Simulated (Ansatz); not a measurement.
We consider BeCo3 (model structure, started from the Cu3Au type, Pm-3m, No. 221, 4 atoms in the cell), described by LDA (plane waves, PAW; Ansatz, an electronic-structure program).

Run with plane-wave cutoff 520 eV, 18×18×18 k mesh, Fermi–Dirac smearing 0.05 eV, spin-polarised with parallel moments, scalar-relativistic PAW data made under PBE.

Cell (relaxed at this level):

```xyz
4
Lattice="3.3232 0.0000 0.0000 0.0000 3.3232 0.0000 0.0000 0.0000 3.3232" Properties=species:S:1:pos:R:3 pbc="T T T"
Co     0.0000     1.6616     1.6616
Co     1.6616     1.6616     0.0000
Co     1.6616     0.0000     1.6616
Be     0.0000     0.0000     0.0000
```
Starting moments (μB, in the order of the record's atoms Co Co Co Be): 3.0 3.0 3.0 0.0.

Q: Estimate the bulk modulus that the calculation returns.

A: 
bulk modulus: 249 GPa

The run finds no gap.

Note: the magnetic order was assumed, not searched for or taken from measurement; the bulk modulus is −V dP/dV from two relaxed cells at ±2 % in volume; the moments ended far under their starting size, a low-moment state that need not be the lowest; the relaxation could raise the start's symmetry but not lower it, so the cell can be a saddle point.

A model structure was made by putting elements into a prototype or built by hand; it is no filed structure, need not be a known phase, and can be a saddle point held by its symmetry.
